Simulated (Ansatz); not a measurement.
Start from PbTe in the rock salt structure (space group Fm-3m, No. 225; a = 6.380 Å). Axes: x, y, z lie along the cube axes.

Computed with Ansatz (a program for electronic structure) LDA, no spin-orbit coupling.

The change: an isotropic linear strain of +2.00 %; the atoms relax in the strained cell.

Question: Predict the stress tensor and what it implies for the stiffness.

Answer: Stress of the strained cell less that of the base (GPa, compression positive):
```
  -2.53    0.00    0.00
   0.00   -2.53    0.00
   0.00    0.00   -2.53
```

Then B = −ΔP/(ΔV/V₀) with ΔV/V₀ = 0.0612 gives secant stiffness values (nonlinear terms included at this strain): B ≈ 41 GPa.

As a check, the harmonic strain energy −½ V₀ Δσ:ε is 15 meV/atom; the computed energy rise is 17 meV/atom.

Whether these cells are dynamically stable was not tested.
